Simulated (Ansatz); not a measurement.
Cu on the 1x1 (111) surface of fcc Pd, one in a 2x2 cell, energies for each (26.9 Å²). Energies are against an atom of fcc Cu, without zero-point or thermal terms; each row is named by its start.

Computed with PBE (plane waves to 420 eV, PAW; Ansatz, an electronic-structure program).

Slab: 17 atoms, 6.8 Å thick at the start under the adsorbate (thin: gaps and levels are the slab's own); k 6x6x1, smearing 0.1 eV, dipole-corrected; 8 atoms held, the rest relaxed; each run with such symmetry as its start has; no spin, no spin-orbit, no U, no dispersion correction.

A negative adsorption energy means that the adsorbate is more stable on the surface than in its reference. Starts that drift may end in the same place. Heights count from the host atoms within 0.3 Å of the top one.

```tsv
starting site	E_ads (eV)	height (Å)	nearest host atom (Å)	bonded to	Δ work function (eV)	lateral drift (Å)
top Pd	?	?	Pd 2.32	Pd	-1.24	0.0
hollow Pd-Pd-Pd over Pd at depth 2.3 Å	0.69	1.87	Pd 2.49	3 Pd	-1.07	0.0
hollow Pd-Pd-Pd over Pd at depth 4.5 Å	0.65	1.86	Pd 2.49	3 Pd	-1.10	0.0
bridge Pd-Pd (span 2.8 Å)	0.65	1.86	Pd 2.49	3 Pd	-1.10	0.8
```

Task: Complete the blanks.

Result: 
- top Pd, E_ads (eV): 1.40
- top Pd, height (Å): 2.13
